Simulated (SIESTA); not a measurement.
Input and output of a self-consistent single point for Pd (Fm-3m, 1 atom in the cell) (SIESTA).

Method: SIESTA with GGA PBE, numerical atomic orbitals DZP, PseudoDojo PBE standard norm-conserving potentials (rewritten from UPF to PSML).

```
CELL_PARAMETERS angstrom
      0.00000     1.95084     1.95084
      1.95084     0.00000     1.95084
      1.95084     1.95084     0.00000
ATOMIC_POSITIONS crystal
  Pd 0.00000 0.00000 0.00000
```

Reference input (self-consistent single point, DFT, GGA PBE, numerical atomic orbitals DZP, PseudoDojo PBE standard norm-conserving potentials (rewritten from UPF to PSML)): XC.functional = GGA; XC.authors = PBE; potentials = PseudoDojo PBE standard; PAO.BasisSize = DZP; PAO.EnergyShift = 0.005 Ry; MeshCutoff = 350 Ry; kgrid.MonkhorstPack = 7 7 7; OccupationFunction = FD; ElectronicTemperature = 1160.45 K; MaxSCFIterations = 150; SCF.Mixer.Method = Pulay; SCF.Mixer.Weight = 0.25. This run's input differs from it in these lines:

```diff
@@ -37,3 +37,6 @@
 SCF.Mixer.History            8
-SCF.DM.Tolerance             1.0E-05
+SCF.DM.Converge              false
+SCF.H.Converge               false
+SCF.FreeE.Converge           true
+SCF.FreeE.Tolerance          1.0E-12 eV
 Diag.ParallelOverK           true
```

Log, with long lists cut:

```
        iscf     Eharris(eV)        E_KS(eV)     FreeEng(eV)     dDmax    Ef(eV) dHmax(eV)
   scf:    1    -3678.369889    -3686.145604    -3686.211670  0.465438 -6.684827  0.195667
   scf:    2    -3686.146996    -3686.146423    -3686.212761  0.009271 -6.663304  0.074488
   scf:    3    -3686.146284    -3686.146397    -3686.213022  0.006256 -6.656682  0.020574
   scf:    4    -3686.145618    -3686.146010    -3686.213066  0.006873 -6.675904  0.000402
   scf:    5    -3686.146021    -3686.146016    -3686.213066  0.000274 -6.675397  0.001632
   scf:    6    -3686.146016    -3686.146016    -3686.213066  0.000182 -6.676012  0.000807
   [... lines left out ...]
   scf:   17    -3686.146016    -3686.146016    -3686.213066  0.000000 -6.675808  0.000000
   scf:   18    -3686.146016    -3686.146016    -3686.213066  0.000000 -6.675808  0.000000
   [... 128 lines left out ...]
   scf:  147    -3686.146016    -3686.146016    -3686.213066  0.000000 -6.675808  0.000000
   scf:  148    -3686.146016    -3686.146016    -3686.213066  0.000000 -6.675808  0.000000
   scf:  149    -3686.146016    -3686.146016    -3686.213066  0.000000 -6.675808  0.000000
   scf:  150    -3686.146016    -3686.146016    -3686.213066  0.000000 -6.675808  0.000000
SCF_NOT_CONV: SCF did not converge in maximum number of steps (required).
SCF_NOT_CONV: SCF did not converge in maximum number of steps (required).
Geom step, scf iteration, dDmax, dHmax:    0   150      0.000000     0.000000
Geom step, scf iteration, dDmax, dHmax:    0   150      0.000000     0.000000

ABNORMAL_TERMINATION
ABNORMAL_TERMINATION
Stopping Program from Node:    0
Stopping Program from Node:    0
```

The run ended unconverged after 150 iterations. 

The starting cell has typed, rounded lattice constants, without a prior relaxation at this level. Its lattice was rescaled by up to half a per cent. Values carry the incompleteness of an atom-centred basis.

Cost on one core of a shared machine: roughly 90 s.
